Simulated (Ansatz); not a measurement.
The reference is Be in the hcp (Mg type) structure (space group P6_3/mmc, No. 194; a = 2.255 Å, c = 3.558 Å; relaxed with 0.1 eV smearing).

Calculations: PBEsol in Ansatz (plane waves to 420 eV, PAW, without spin-orbit coupling).

Strains are applied to the cell and any free atomic positions relax.

One change was made to it. Results:

| quantity | base | after |
|---|---|---|
| pressure (mean of the normal stresses, compression positive) | 0.0 GPa | 3.9 GPa |
| energy relative to the base (free energy F) | 0 meV/atom | +2.8 meV/atom |

Q: Which change produced these results?
A) isotropic strain −1.00 %
B) isotropic strain −2.50 %
C) isotropic strain −1.50 %

A: A, isotropic strain −1.00 %. For comparison, the energy relative to the base in the other runs: isotropic strain −2.50 % gives +18 meV/atom; isotropic strain −1.50 % gives +6.4 meV/atom.

Whether these cells are dynamically stable was not tested.

Ansatz is a quantum-chemistry and plane-wave program.
